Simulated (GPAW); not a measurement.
Band structure of AgAu (R-3m, 2 atoms in the cell).

```
CELL_PARAMETERS angstrom
      1.42756     0.82420     4.63319
     -1.42756     0.82420     4.63319
      0.00000    -1.64841     4.63319
ATOMIC_POSITIONS crystal
  Ag 0.00000 0.00000 0.00000
  Au 0.50000 0.50000 0.50000
```

Method: PBEsol, GPAW PAW datasets PBEsol (made by gpaw-setup) (plane waves; GPAW).

Settings: mode = pw; ecut = 550 eV; xc = PBEsol; kpts = 9 9 9; mesh shift (steps) = 0 0 0; occupations.name = fermi-dirac; occupations.width = 0.1 eV; nbands = -10; convergence.forces = 0.001 eV/Å; symmetry.symmorphic = false; symmetry.tolerance = 0.0005; maxiter = 120; bandpath_npoints = 40.

The starting cell comes from a database of computed structures (which also holds hypothetical and non-ambient phases and stackings), without a prior relaxation at this level. Its lattice was rescaled by a random factor within 2.5 % of one. Spin-orbit coupling is off.

Levels in eV from the Fermi level, bands 11 to 18:
| point | 11 | 12 | 13 | 14 | 15 | 16 | 17 | 18 |
|---|---|---|---|---|---|---|---|---|
| Γ | -3.60 | -3.60 | -2.41 | -2.41 | -0.91 | 3.69 | 15.14 | 16.03 |
| L | -3.63 | -2.94 | -1.90 | 0.72 | 1.21 | 5.86 | 6.03 | 11.35 |
| B1 | -3.71 | -2.81 | -2.47 | 3.00 | 3.61 | 4.04 | 4.81 | 9.12 |
| B | -3.71 | -2.81 | -2.47 | 3.00 | 3.61 | 4.04 | 4.81 | 9.12 |
| Z | -4.59 | -3.73 | -3.73 | -3.10 | -3.10 | 11.35 | 11.92 | 16.54 |
| X | -3.57 | -2.89 | -2.52 | 2.82 | 3.48 | 4.38 | 5.79 | 7.49 |
| Q | -3.57 | -2.89 | -2.52 | 2.82 | 3.48 | 4.38 | 5.79 | 7.49 |
| F | -2.39 | -2.11 | -1.86 | -0.99 | 1.12 | 3.32 | 6.90 | 10.52 |
| P1 | -2.62 | -2.62 | -1.92 | -0.04 | 0.52 | 3.43 | 8.07 | 10.49 |
| P | -2.62 | -2.62 | -1.92 | -0.04 | 0.52 | 3.43 | 8.07 | 10.49 |

Bands cross the Fermi level along this path, so the cell is metallic at this level.
